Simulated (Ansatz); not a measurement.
The structure below was relaxed with PBEsol/PAW in Ansatz (a first-principles code), no spin-orbit coupling, at pressure 75 GPa.

```
Rb3Sb
1.0
    4.55167     0.00000     0.00000
   -2.27584     3.94186     0.00000
    0.00000     0.00000     8.24404
Rb Sb
6 2
Direct
  0.00000   0.00000   0.25000
  0.00000   0.00000   0.75000
  0.33333   0.66667   0.58404
  0.66667   0.33333   0.41596
  0.66667   0.33333   0.08404
  0.33333   0.66667   0.91596
  0.33333   0.66667   0.25000
  0.66667   0.33333   0.75000
```

Q: Find the space group and the Wyckoff positions.

A: Space group P6₃/mmc (No. 194); a = b = 4.552 Å, c = 8.244 Å, α = β = 90.00°, γ = 120.00°

```json
[
 {"atom": "Rb", "site": "2b", "symmetry": "-6m2", "x": "0.0000", "y": "0.0000", "z": "0.2500"},
 {"atom": "Rb", "site": "4f", "symmetry": "3m.", "x": "0.6667", "y": "0.3333", "z": "0.0840"},
 {"atom": "Sb", "site": "2c", "symmetry": "-6m2", "x": "0.3333", "y": "0.6667", "z": "0.2500"}
]
```

Q: Describe the coordination.

A: The crystal has 8 atoms in its conventional cell. Conventional cell: a = 4.552 Å, b = 4.552 Å, c = 8.244 Å, α = 90.00°, β = 90.00°, γ = 120.00°. Rb1 has 3 Sb at 2.628 Å (trigonal planar). Rb2 is coordinated by 1 Sb at 2.754 Å and 3 Sb at 2.963 Å (tetrahedral). Sb sees 5 Rb at 2.628–2.754 Å and 6 Rb at 2.963 Å. (Neighbours: up to the widest gap in distance over summed covalent radii, below 1.35, at either atom; cation-cation and far metal-metal contacts left out.)

Load acts through the strain it causes; cell and atoms are relaxed under it. No phonon test of stability was made. No other phases were tried under pressure. All final runs are without spin polarisation. The cell was made from Rb$_{3}$Sb (space group P6_3/mmc, No. 194; a cell from a computed database, its experimental status unchecked) by this change: pressure 75 GPa.
